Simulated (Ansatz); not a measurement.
End structure of the (001) surface of chalcopyrite CuGaSe2 in its 1x1 cell (cut with top plane Cu + Ga, bottom plane 2 Se), relaxed from an ideal cut (the real face may reconstruct), with unlike faces, outermost plane spacing 1.41 Å in the ideal cut (in the relaxation 1 Se–Se bonds formed):

```yaml
crystal:
  lattice:
    - [5.66983, 0.00000, 0.00000]
    - [0.00000, 5.66983, 0.00000]
    - [0.00000, 0.00000, 31.50000]
  atoms:
    - { symbol: Se, position: [0.34723, 0.65917, 0.25601] }
    - { symbol: Se, position: [0.65277, 0.34083, 0.25601] }
    - { symbol: Cu, position: [0.50000, 0.00000, 0.29649] }
    - { symbol: Ga, position: [0.00000, 0.50000, 0.29943] }
    - { symbol: Se, position: [0.75138, 0.76217, 0.34417] }
    - { symbol: Se, position: [0.24862, 0.23783, 0.34417] }
    - { symbol: Cu, position: [0.50000, 0.50000, 0.38642] }
    - { symbol: Ga, position: [0.00000, 0.00000, 0.39035] }
    - { symbol: Se, position: [0.74678, 0.25975, 0.43332] }
    - { symbol: Se, position: [0.25322, 0.74025, 0.43332] }
    - { symbol: Cu, position: [0.00000, 0.50000, 0.47810] }
    - { symbol: Ga, position: [0.50000, 0.00000, 0.47800] }
    - { symbol: Se, position: [0.24253, 0.24894, 0.52275] }
    - { symbol: Se, position: [0.75747, 0.75106, 0.52275] }
    - { symbol: Cu, position: [0.00000, 0.00000, 0.56803] }
    - { symbol: Ga, position: [0.50000, 0.50000, 0.56703] }
    - { symbol: Se, position: [0.25389, 0.75700, 0.61215] }
    - { symbol: Se, position: [0.74611, 0.24300, 0.61215] }
    - { symbol: Cu, position: [0.50000, 0.00000, 0.65921] }
    - { symbol: Ga, position: [0.00000, 0.50000, 0.65606] }
    - { symbol: Se, position: [0.77925, 0.77492, 0.70242] }
    - { symbol: Se, position: [0.22075, 0.22508, 0.70242] }
    - { symbol: Cu, position: [0.50000, 0.50000, 0.71295] }
    - { symbol: Ga, position: [0.00000, 0.00000, 0.76630] }
```

Model: 24-atom slab, Cu6Ga6Se12, 15.5 Å thick at the start, 5x5x1 mesh, Fermi-Dirac 0.025 eV, dipole correction, all atoms relaxed; held to the start's symmetry, so lower structures may exist; no spin, no spin-orbit, no U.

Question: What surface energy (mean of two unlike faces) does PBE in Ansatz (a first-principles code) give?

Answer: 0.73 J/m²
